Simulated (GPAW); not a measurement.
Input and output of a self-consistent single point for Nb₃Sn (Pm-3n, 8 atoms in the cell) (GPAW)

Method of the run: PBE, GPAW PAW datasets PBE (gpaw-data 1.0.1) (plane waves; GPAW).

Input:

```python
from ase import Atoms
from ase.units import GPa
from gpaw import GPAW, PW

atoms = Atoms(['Nb', 'Nb', 'Nb', 'Nb', 'Nb', 'Nb', 'Sn', 'Sn'],
              cell=[[5.400169, 0.000000, 0.000000],
                    [0.000000, 5.400169, 0.000000],
                    [0.000000, 0.000000, 5.400169]],
              scaled_positions=[[0.250000, 0.000000, 0.500000],
                                [0.750000, 0.000000, 0.500000],
                                [0.500000, 0.750000, 0.000000],
                                [0.500000, 0.250000, 0.000000],
                                [0.000000, 0.500000, 0.750000],
                                [0.000000, 0.500000, 0.250000],
                                [0.000000, 0.000000, 0.000000],
                                [0.500000, 0.500000, 0.500000]],
              pbc=True)

calc = GPAW(mode=PW(550),
            xc='PBE',
            kpts=(5, 5, 5),
            occupations={'name': 'methfessel-paxton', 'width': 0.1, 'order': 0},
            nbands=-14,
            convergence={'density': 1e-05, 'energy': 1e-05},
            symmetry={'symmorphic': False, 'tolerance': 0.0005},
            maxiter=150,
            txt='-')

atoms.calc = calc

energy = atoms.get_potential_energy()
print('Energy (eV):', round(energy, 6))
forces = atoms.get_forces()
print('Forces (eV/Ang):')
print(forces.round(5))
stress = atoms.get_stress()
print('Stress (GPa, Voigt):', (stress / GPa).round(4))
```

Log, with long lists cut:

```
Input parameters:
  convergence: {density: 1e-05,
                energy: 1e-05}
  kpts: [5 5 5]
  maxiter: 150
  mode: {ecut: 550.0,
         name: pw}
  nbands: -14
  occupations: {name: methfessel-paxton,
                order: 0,
                width: 0.1}
  symmetry: {symmorphic: False,
             tolerance: 0.0005}
  xc: PBE

species:
  Nb:
    name: Niobium
    Z: 41.0
    valence: 13
    core: 28
    charge: 0.0
    file: Nb.PBE.gz

    # Using partial waves for Nb as LCAO basis

  Sn:
    name: Tin
    Z: 50.0
    valence: 14
    core: 36
    charge: 0.0
    file: Sn.PBE.gz

    # Using partial waves for Sn as LCAO basis

Reference energy: -959458.273349  # eV

Spin-paired calculation

Convergence criteria:
 Maximum [total energy] change in last 3 cyles: 1e-05 eV / valence electron
 Maximum integral of absolute [dens]ity change: 1e-05 electrons / valence electron
 Maximum integral of absolute [eigenst]ate change: 4e-08 eV^2 / valence electron
 Maximum number of scf [iter]ations: 150

Symmetries present (total): 48
Symmetries with fractional translations: 24
125 k-points: 5 x 5 x 5 Monkhorst-Pack grid
10 k-points in the irreducible part of the Brillouin zone
       k-points in crystal coordinates                weights
   0:     0.00000000    0.00000000    0.00000000          1/125
   1:     0.20000000    0.00000000    0.00000000          6/125
   2:     0.20000000    0.20000000    0.00000000         12/125
   [... 7 lines left out ...]

Wave functions: Plane wave expansion
  Cutoff energy: 550.000 eV
  Number of coefficients (min, max): 4594, 4633
  Pulay-stress correction: 0.000000 eV/Ang^3 (de/decut=0.000000)

Occupation numbers: Methfessel-Paxton:
  width: 0.1000  # eV
  order: 0

Eigensolver

Densities:
  Coarse grid: 30*30*30 grid
  Fine grid: 60*60*60 grid
  Total Charge: 0.000000

Density mixing:
  Method: separate
  Backend: pulay
  Linear mixing parameter: 0.05
  old densities: 5
  Damping of long wavelength oscillations: 50

Hamiltonian:
  XC and Coulomb potentials evaluated on a 60*60*60 grid
  External potential:
    NoExternalPotential

XC parameters: PBE with 2 nearest neighbor stencil

Number of atoms: 8
Number of atomic orbitals: 96
Number of bands in calculation: 67
Number of valence electrons: 106
Bands to converge: occupied

Density initialized from atomic densities
  67 bands from LCAO basis set

Atomic positions and initial magnetic moments

Positions:
   0 Nb     1.350042    0.000000    2.700084    ( 0.0000,  0.0000,  0.0000)
   1 Nb     4.050127    0.000000    2.700084    ( 0.0000,  0.0000,  0.0000)
   2 Nb     2.700084    4.050127    0.000000    ( 0.0000,  0.0000,  0.0000)
   3 Nb     2.700084    1.350042    0.000000    ( 0.0000,  0.0000,  0.0000)
   4 Nb     0.000000    2.700084    4.050127    ( 0.0000,  0.0000,  0.0000)
   5 Nb     0.000000    2.700084    1.350042    ( 0.0000,  0.0000,  0.0000)
   6 Sn     0.000000    0.000000    0.000000    ( 0.0000,  0.0000,  0.0000)
   7 Sn     2.700084    2.700084    2.700084    ( 0.0000,  0.0000,  0.0000)

Unit cell:
           periodic     x           y           z      points  spacing
  1. axis:    yes    5.400169    0.000000    0.000000    30     0.1800
  2. axis:    yes    0.000000    5.400169    0.000000    30     0.1800
  3. axis:    yes    0.000000    0.000000    5.400169    30     0.1800

  Lengths:   5.400169   5.400169   5.400169
  Angles:   90.000000  90.000000  90.000000

Effective grid spacing dv^(1/3) = 0.1800

     iter     time        total  log10-change:
                         energy   eigst   dens
iter:   1 --:--:--   -75.515760
iter:   2 --:--:--   -74.912381   -1.14  -1.17
iter:   3 --:--:--   -74.379029   +0.03  -1.19
iter:   4 --:--:--   -72.869287   -1.71  -1.56
iter:   5 --:--:--   -76.149596   -0.93  -1.68
iter:   6 --:--:--   -71.431245   -0.42  -1.39
iter:   7 --:--:--   -71.501559   -1.31  -2.26
iter:   8 --:--:--   -71.485806   -2.44  -2.28
iter:   9 --:--:--   -71.470302   -2.81  -2.67
iter:  10 --:--:--   -71.475331   -3.25  -2.94
iter:  11 --:--:--   -71.468806   -3.58  -2.70
iter:  12 --:--:--   -71.468547   -3.90  -3.06
iter:  13 --:--:--   -71.469425c  -3.86  -3.25
iter:  14 --:--:--   -71.468101   -4.59  -3.18
iter:  15 --:--:--   -71.467942   -4.83  -3.52
iter:  16 --:--:--   -71.467904c  -5.35  -3.62
iter:  17 --:--:--   -71.467883c  -5.65  -4.14
iter:  18 --:--:--   -71.467882c  -6.33  -4.32
iter:  19 --:--:--   -71.467886c  -7.65c -4.33
iter:  20 --:--:--   -71.467883c  -7.73c -4.39
iter:  21 --:--:--   -71.467881c  -7.82c -4.44
iter:  22 --:--:--   -71.467881c  -7.91c -4.50
iter:  23 --:--:--   -71.467881c  -7.83c -4.58
iter:  24 --:--:--   -71.467881c  -8.66c -4.69
iter:  25 --:--:--   -71.467878c  -6.96  -4.70
iter:  26 --:--:--   -71.467879c  -8.24c -4.92
iter:  27 --:--:--   -71.467878c  -8.17c -5.59c

Converged after 27 iterations.

Dipole moment: (0.000000, 0.000000, 0.000000) |e|*Ang

Energy contributions relative to reference atoms: (reference = -959458.273349)

Kinetic:        -21.253726
Potential:       -8.209998
External:        +0.000000
XC:             -41.706566
Entropy (-ST):   -0.089066
Local:           -0.253056
SIC:             +0.000000
--------------------------
Free energy:    -71.512411
Extrapolated:   -71.467878

Showing only first 2 kpts
 Kpt  Band  Eigenvalues  Occupancy
  0    51      9.83287    2.00000
  0    52     10.28151    1.28173
  0    53     10.28151    1.28173
  0    54     12.44289    0.00000

  1    51      9.86769    2.00000
  1    52     10.33462    0.69629
  1    53     10.34684    0.57335
  1    54     12.14256    0.00000

Fermi level: 10.30702

No gap
No difference between direct/indirect transitions
Energy (eV): -71.467878

Forces in eV/Ang:
  0 Nb   -0.00000    0.00000    0.00000
  1 Nb    0.00000    0.00000    0.00000
  2 Nb    0.00000    0.00000    0.00000
  3 Nb    0.00000    0.00000    0.00000
  4 Nb    0.00000    0.00000   -0.00000
  5 Nb    0.00000    0.00000    0.00000
  6 Sn    0.00000    0.00000    0.00000
  7 Sn    0.00000    0.00000    0.00000

Stress tensor:
     0.045957     0.000000     0.000000
     0.000000     0.045957     0.000000
     0.000000     0.000000     0.045957
Stress (GPa, Voigt): [7.363 7.363 7.363 0.    0.    0.   ]
```

The run converged in 27 iterations. GPAW prints stress with tension positive.

The starting cell comes from a database of computed structures (which also holds hypothetical and non-ambient phases and stackings), without a prior relaxation at this level. Its lattice was rescaled by a random factor within 2.5 % of one. Spin polarisation is off. With a pressure of about -7 GPa the cell is away from its equilibrium volume at this level.

Cost on one core of a shared machine: roughly 2 min.
